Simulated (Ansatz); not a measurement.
# Ansatz run on NbAs (I4_1md, 4 atoms in the cell): self-consistent single point

Method of the run: PBE (plane waves, PAW; Ansatz, a quantum-chemistry and plane-wave program).

Input:

Ansatz 0.2 input:
```yaml
# NbAs
crystal:
  lattice:
    - [-1.70848400, 1.70848400, 5.82058800]
    - [1.70848400, -1.70848400, 5.82058800]
    - [1.70848400, 1.70848400, -5.82058800]
  atoms:
    - { symbol: Nb, position: [0.74972000, 0.74972000, 0.00000000] }
    - { symbol: Nb, position: [0.49972000, 0.99972000, 0.50000000] }
    - { symbol: As, position: [0.16728000, 0.16728000, 0.00000000] }
    - { symbol: As, position: [0.91728000, 0.41728000, 0.50000000] }
basis:
  ecutwfc: 420.0
kpoints:
  mp_grid: { grid: [8, 8, 8] }
hamiltonian:
  xc: pbe
  pseudopotentials: { kind: paw }
scf:
  occupations: { method: gaussian, width: 0.1 }
output:
  forces: true
  eigenvalues: true
  stress: true
```

The program printed (abridged):

```
WARN ansatz: RAYON_NUM_THREADS=1 ignored (pool sized by the plan → 1); use --threads N
basis.fft_grid_basis auto: the FFT boxes are laid along the combinations [[1, 0, 1], [0, 1, 1], [0, 0, 1]] of the cell's own vectors, 3.417, 3.417 and 6.302 Å …
Pseudopotentials: kind: paw
Pseudopotential: Nb, paw, valence charge 13
Pseudopotential: As, paw, valence charge 15
Crystal: 4 atoms, lattice volume = 67.959 Å³
Basis set: ecut = 420 eV, 1363 PW (Γ), FFT grids on a1+a3, a2+a3, a3, exchange–correlation on 48×48×90 points (8 copies of the dense FFT grid, shifted against one another)
Bands: 34, of which v1, the nominal top of the filled ones, is band 28 counted from 1 (27 counted from 0)
Symmetry: 8 space group operations
Space group: I41md (ITA 109), of the structure as read, at distance tolerance 4.1e-5 Å
k-points: 59 of 512 (time reversal used)
Initial density: superposition of atomic densities (neutral atoms: chi_scale 0, normalization atom), corrected by the library's trained network
Initial wavefunctions: pseudopotential atomic-orbital guess
Eigensolver: davidson
Functional: x = pbe(κ = 0.804, μ = 0.2195149727645171), c = pbe(β = 0.06672455060314922)
SCF iter   1: F=—  HF=-18819.523609 eV  |F-HF|=—  |Δ(HF+E_count)|=         —  Δρ=7.45e-3  dr2=2.64e-2  ethr=1.77e-3  ⟨swp⟩=5.2  Hψ=7933  notcnv=0
all-band conjugate gradients solve this SCF's bands
preconditioner: auto → Kerker (q_TF=auto, 2.642 Å⁻¹)
SCF iter   2: F=—  HF=-18819.522680 eV  |F-HF|=—  |Δ(HF+E_count)|=   9.29e-4  Δρ=4.38e-3  dr2=8.91e-3  ethr=4.71e-5  ⟨swp⟩=1.0  Hψ=2478  notcnv=0
SCF iter   3: F=—  HF=-18819.523031 eV  |F-HF|=—  |Δ(HF+E_count)|=   3.51e-4  Δρ=6.55e-4  dr2=2.48e-4  ethr=1.59e-5  ⟨swp⟩=2.5  Hψ=2986  notcnv=0
SCF iter   4: F=—  HF=-18819.522929 eV  |F-HF|=—  |Δ(HF+E_count)|=   1.02e-4  Δρ=3.08e-4  dr2=6.78e-5  ethr=4.43e-7  ⟨swp⟩=2.0  Hψ=3390  notcnv=0
SCF iter   5: F=—  HF=-18819.522923 eV  |F-HF|=—  |Δ(HF+E_count)|=   6.17e-6  Δρ=8.29e-5  dr2=5.89e-6  ethr=1.21e-7  ⟨swp⟩=2.1  Hψ=2404  notcnv=0
SCF iter   6: F=—  HF=-18819.522922 eV  |F-HF|=—  |Δ(HF+E_count)|=   9.92e-7  Δρ=1.75e-5  dr2=2.69e-7  ethr=1.05e-8  ⟨swp⟩=3.0  Hψ=3478  notcnv=0
SCF iter   7: F=-18819.522922 eV  HF=-18819.522922 eV  |F-HF|=4.51e-10  |Δ(HF+E_count)|=   2.03e-8  Δρ=3.72e-6  dr2=9.66e-9  ethr=1.79e-10  ⟨swp⟩=7.8  Hψ=7485  notcnv=0
SCF 1 converged in 7 iterations: F = -18819.522922 eV  dr2 = 9.66e-9
SCF converged after 7 iterations
Free energy (F): -18819.522922 eV
Harris-Foulkes:  -18819.522922 eV  (|F-HF|=4.51e-10)
Internal energy: -18819.517548 eV  (E = F + TS)
E sigma→0 (E₀):  -18819.520235 eV
Entropy (-TS):   -0.005374 eV (-1.343 meV/atom)
Fermi energy:    16.771856 eV
--- Per-component energies (eV) ---
  E_band       = -459.092748
  E_kinetic    = 1002.205547
  E_local      = -4262.433303  (includes V_loc(G=0)·N_el)
  E_nonlocal   = -1101.089511
  E_hartree    = 2122.466046
  E_xc         = -513.452560
  E_vxc        = -590.025463  (∫ρ·V_xc dr)
  E_paw        = -9818.559891  (= ΣΔE_a)
  E_vpaw       = 247.317235  (= ΣTr[D̂ρ^β])
  E_aug_tail   = 0.000025  (compensation charges beyond the density's cutoff)
  E_ewald      = -6248.653901
  E_smearing   = -0.005374  (= −TS)
  E_closure    = 0.000000  (closes the sum)
  Σ components = -18819.522922   (vs F -18819.522922, Δ=0.00e0)
--- Forces (eV/Å), atoms counted from 1 ---
  atom   1  Nb    -0.00000000     0.00000000    -0.05831358
  atom   2  Nb     0.00000000     0.00000000    -0.05831358
  atom   3  As    -0.00000000    -0.00000000     0.05830570
  atom   4  As     0.00000000    -0.00000000     0.05830570
  max |Σ_I F_I| component: 1.57e-5 eV/Å
--- Stress (GPa, compression-positive) ---
        8.356621       0.000000      -0.000000
        0.000000       8.356621      -0.000000
       -0.000000       0.000000       6.643088
  P = ⅓ Tr σ = 7.7854 GPa (77.854 kbar)
  The stress holds the Pulay correction. Without it, at fixed plane waves, as pw.x and ABINIT print it: P = 7.7551 GPa
--- Band table (eV; the first three rows and the last of 59) ---
  k-point 0: bands = ["-38.2892", "-38.2583", "-18.7511", "-18.7511", "-18.7354", "-18.7315", "-18.7306", "-18.7291", "-18.7236", "-18.7213", "-18.7213", "-18.7195", "-14.5415", "-14.4020", "-14.4020", "-14.2528", "-14.2528", "-14.2033", "3.4047", [...]
  k-point 1: bands = ["-38.2839", "-38.2556", "-18.7526", "-18.7500", "-18.7340", "-18.7338", "-18.7324", "-18.7305", "-18.7224", "-18.7210", "-18.7191", "-18.7179", "-14.5239", "-14.4348", "-14.4273", "-14.2868", "-14.2760", "-14.2014", "3.7932", [...]
  k-point 2: bands = ["-38.2708", "-38.2496", "-18.7563", "-18.7478", "-18.7408", "-18.7370", "-18.7306", "-18.7290", "-18.7208", "-18.7204", "-18.7148", "-18.7141", "-14.5276", "-14.5094", "-14.4360", "-14.3559", "-14.3286", "-14.2090", "4.7219", [...]
  k-point 58: bands = ["-38.2737", "-38.2737", "-18.7531", "-18.7531", "-18.7323", "-18.7323", "-18.7298", "-18.7298", "-18.7227", "-18.7227", "-18.7192", "-18.7192", "-14.4115", "-14.4115", "-14.3750", "-14.3750", "-14.2431", "-14.2431", "4.3535", [...]
```

The run converged in 7 iterations.

The starting cell comes from a database of computed structures (which also holds hypothetical and non-ambient phases and stackings), without a prior relaxation at this level. Its lattice was rescaled by a random factor within 2.5 % of one. Spin polarisation is off. With a pressure of about 8 GPa the cell is away from its equilibrium volume at this level. Ansatz's pressure includes its estimate of the finite-basis (Pulay) stress.
